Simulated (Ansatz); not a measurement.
Reference: TiAs (P6_3/mmc), PBEsol, DFPT electron-phonon coupling, linearised Boltzmann equation (plane waves, PAW, scalar-relativistic; Ansatz, a quantum-chemistry and plane-wave program); geometry: relaxed with this functional, without spin-orbit coupling.

TiAs is modelled in the hexagonal space group P6₃/mmc (No. 194), the NiAs type structure, Pearson symbol hP4. Cell: a = b = 3.609 Å, c = 6.061 Å, α = β = 90.00°, γ = 120.00°. Ti on 2a is coordinated by 6 As at 2.576 Å and 2 Ti at 3.031 Å. As on 2c has 6 Ti at 2.576 Å (trigonal prismatic). (Neighbours: up to the widest gap in distance over summed covalent radii, below 1.35, at either atom; cation-cation and far metal-metal contacts left out.)

resistivity at 300 K: 43 μΩ·cm

Problem. Replace As by Sb on the same sites and relax. What happens?

Solution. TiSb (P6_3/mmc): volume per atom 17.1 to 21.3 Å³; resistivity at 300 K rises (43 μΩ·cm to 76 μΩ·cm).

Problem. Replace As by Se on the same sites and relax. What happens?

Solution. TiSe (P6_3/mmc): volume per atom 17.1 to 16.5 Å³; resistivity at 300 K stays about the same (43 μΩ·cm to 41 μΩ·cm).

Moves up to 9 % count as about the same. Metals; harmonic phonons alone scatter; means over directions. Halving the electron mesh moves these values by up to 6 %; q meshes are mostly untested. Some of the runs warned that the eigensolver left states short of its tolerance. Spin-orbit coupling is left out.

Formula and space group known from diffraction (Crystallography Open Database), not checked to be the room-temperature form: TiAs (P6_3/mmc), TiSb (P6_3/mmc), TiSe (P6_3/mmc).
